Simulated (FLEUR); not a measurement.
Input and output of a self-consistent single point for CrBW (Fmmm, 6 atoms in the cell) (FLEUR).

Method of the run: FLEUR with LDA (Vosko-Wilk-Nusair), all-electron FLAPW (FLEUR), scalar-relativistic valence.

The change in words: lattice scaled by 0.98. Reference geometry:
```xyz
6
Lattice="0.0000 3.7923 3.8447 2.2921 0.0000 3.8447 2.2921 3.7923 0.0000" Properties=species:S:1:pos:R:3 pbc="T T T"
Cr     2.2921     2.4948     3.8447
Cr     2.2921     5.0897     3.8447
B      3.4382     5.6884     5.7670
B      1.1461     1.8961     1.9223
W      2.2921     3.7923     1.2741
W      2.2921     3.7923     6.4152
```

Reference input (self-consistent single point, DFT, LDA (Vosko-Wilk-Nusair), all-electron FLAPW (FLEUR), scalar-relativistic valence): Kmax = 4 1/bohr; GmaxXC = 16 1/bohr; xcFunctional = vwn; jspins = 1; l_soc = F; mode = hist; fermiSmearingEnergy = 0.00367493 Htr; mesh (inpgen div1-3) = 6 6 6; inpgen gamma flag = true; Gmax = 16 1/bohr; numbands = 0; maxIterBroyd = 40. This run's input differs from it in these lines:

```diff
@@ -3,6 +3,6 @@
 &input film=f /
-0.0000000000 0.7022366408 0.7119436076
-0.4244501767 0.0000000000 0.7119436076
-0.4244501767 0.7022366408 0.0000000000
-10.2049843028
+-0.0000000000 0.7022366030 0.7119436448
+0.4244500972 -0.0000000000 0.7119436448
+0.4244500972 0.7022366030 -0.0000000000
+10.0008851549
 1.0 1.0 1.0
@@ -48,5 +48,5 @@
          <bravaisMatrix>
-            <row-1>    0.0000000000000000     7.1663138962150024     7.2653733400368026</row-1>
-            <row-2>    4.3315073905441865     0.0000000000000000     7.2653733400368026</row-2>
-            <row-3>    4.3315073905441865     7.1663138962150024     0.0000000000000000</row-3>
+            <row-1>    0.0000000000000000     7.0229876181701050     7.1200666284057199</row-1>
+            <row-2>    4.2448766760833418     0.0000000000000000     7.1200666284057199</row-2>
+            <row-3>    4.2448766760833418     7.0229876181701050     0.0000000000000000</row-3>
          </bravaisMatrix>
```

Log, with long lists cut:

```
 Iteration:     1   Distance:      47.78516995 me/bohr^3
 Iteration:     2   Distance:      31.34340926 me/bohr^3
 Iteration:     3   Distance:      13.38519897 me/bohr^3
 Iteration:     4   Distance:      14.11769349 me/bohr^3
 Iteration:     5   Distance:       7.98135922 me/bohr^3
   [... 11 lines left out ...]
 Iteration:    17   Distance:       0.00030913 me/bohr^3
 Iteration:    18   Distance:       0.00014831 me/bohr^3
 Iteration:    19   Distance:       0.00005648 me/bohr^3
 Iteration:    20   Distance:       0.00000921 me/bohr^3
 Reset of history
 Run finished successfully
 Stop message:
   Structural relaxation: new displacements generated

[file out, last iteration]
             iter=     21
[...]
          total density-effective poten   -5.9546188054E+04
          total charge density-energy d   -7.3332378060E+02
 Updated energy parameters for spin:           1
[...]
 fermi energy and band-weighting factors:

[...]
FERMIE:
          first approx. to ef    (T=0)  :   0.621750 htr   (energy of the highest occ. eigenvalue)
          number of occ. states  (T=0)  :       1434
          first approx. to seigv (T=0)  : -22.659514 htr
          sum of weights of occ. states :  31.027778
          sum of semicore charge        :   0.000000 e
FERHIS:  Fermi-Energy by histogram:
          bandgap                     :   0.000383 htr
   [... lines left out ...]
          charge neutrality (T=0)     :   0.055556    (zero if the highest occ. eigenvalue is "entirely" occupied)
     EF_NEWTON:  Adjust Fermi-Energy by Newton-Method.
 Direct bandgap for spin            1 :    4.1732160435328236E-003  Htr
 ---->    free energy=                    -34460.6076561789 htr
   [... lines left out ...]
 TOTAL FORCE FOR ATOM TYPE=  1  X=  0.000   Y=  4.620   Z=  0.000
                       FX_TOT= 0.000000 FY_TOT=-0.004207 FZ_TOT= 0.000000
 TOTAL FORCE FOR ATOM TYPE=  2  X= -2.122   Y= -3.511   Z= -3.560
                       FX_TOT= 0.000000 FY_TOT= 0.000000 FZ_TOT= 0.000000
 TOTAL FORCE FOR ATOM TYPE=  3  X=  0.000   Y=  0.000   Z=  2.360
                       FX_TOT= 0.000000 FY_TOT= 0.000000 FZ_TOT= 0.001289
```

The run converged in 20 iterations. FLEUR gives forces in its relaxation mode, with a further iteration, so its stop message speaks of a relaxation. Against the reference run the free energy goes down by 19.3 meV/atom and the largest force goes from 0.325 to 0.216 eV/Å.

The starting cell comes from a database of computed structures (which also holds hypothetical and non-ambient phases and stackings), without a prior relaxation at this level. For this run, on top of that: lattice scaled by 0.98. Spin-orbit coupling is off. Spin polarisation is off. Values depend on the basis (sphere radii, cutoffs, local orbitals), which need not be converged. The log's line on a gap gives a spacing of levels on this mesh, which the program prints for metals too.

Cost on one core of a shared machine: roughly 3 min.
